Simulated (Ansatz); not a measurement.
Take Sn (space group I4_1/amd, No. 141; relaxed with 0.1 eV smearing) as the base.

```
CELL_PARAMETERS angstrom
     -2.97474     2.97474     1.60684
      2.97474    -2.97474     1.60684
      2.97474     2.97474    -1.60684
ATOMIC_POSITIONS crystal
  Sn 0.75000 0.25000 0.50000
  Sn 0.00000 0.00000 0.00000
```

Cartesian axes are those of the cell as printed.

Method: Ansatz (a first-principles code), PBE, PAW, cutoff 420 eV, no spin-orbit coupling.

Base values:

The shortest interatomic distance is 3.081 Å.

The change: compressive biaxial strain of 1.82 % in the plane normal to [001], as in epitaxy on a mismatched substrate; the out-of-plane cell vector and the atoms relax.

Q: Estimate the effect on the in-plane stress.

A: The mean in-plane stress (compression positive) is +1.7 GPa.

Q: How does this affect the shortest interatomic distance?

A: The shortest interatomic distance drops by 0.049 Å to 3.032 Å.

Q: What does the calculation give for the out-of-plane strain after the change?

A: The out-of-plane strain is +1.56 %.

Q: How does this affect the energy relative to the base?

A: The energy increases by 5.6 meV/atom.

A biaxial case was relaxed in a doubled cell and then solved in the primitive one. Stability against distortions was not tested.
